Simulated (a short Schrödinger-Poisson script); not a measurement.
Structure: MOS inversion layer, SiO2 on p-type Si(100), at 300 K.

```csv
layer,material,thickness (nm),Na (cm⁻³)
1,SiO2,1.5,-
2,Si,1100,1.6e17
```

The device is made up for the run: typed textbook-type constants, with dimensions and the other settings drawn at random. SiO2: permittivity 3.9, conduction-band edge (eV) 3.15, gap (eV) 9, electron mass (mₑ) 0.5. Si: permittivity 11.7, conduction-band edge (eV) 0, gap (eV) 1.124, Nv at 300 K (cm⁻³) 3.1e19.

Channel valleys (confinement mass, in-plane density-of-states mass, number): Δ2 0.916, 0.19, 2; Δ4 0.19, 0.417, 4. At the gate the conduction-band edge of layer 1 lies 3.27 eV − eVg above the Fermi level of the channel; the field vanishes at the back. Gaps are held at their typed values at every temperature. Mesh 0.03 nm at interfaces.

From a short Schrödinger-Poisson script (our own, NumPy): 1D Poisson equation in equilibrium, electrons classical, Fermi-Dirac, parabolic valleys, classical holes, full ionisation, no traps, pinning or gate leakage.

The same stack at other levels of the model or other numerical settings:

```csv
run,sheet density of all electrons at Vg = 0.9 V (cm⁻²),sheet density of all electrons at Vg = 0.3 V (cm⁻²),capacitance at Vg = 0.9 V (μF/cm²),centroid of the channel electrons at Vg = 0.9 V (nm),rough cost against the base
base,8.46e12,1.34e12,2.00,0.74,about 1
"electrons treated as classical, Boltzmann",?,1.37e12,2.14,0.56,0.2
"electrons treated as quantum, Hartree",?,8.80e11,1.80,1.66,6
mesh six times as coarse,8.31e12,?,1.97,0.82,0.3
```

Some entries are withheld; supply them.


- electrons treated as quantum, Hartree, sheet density of all electrons at Vg = 0.9 V (cm⁻²): 7.06e12
- mesh six times as coarse, sheet density of all electrons at Vg = 0.3 V (cm⁻²): 1.31e12
- electrons treated as classical, Boltzmann, sheet density of all electrons at Vg = 0.9 V (cm⁻²): 8.87e12

The classical rows ignore confinement, and Boltzmann statistics overrate the density once the band edge passes the Fermi level.
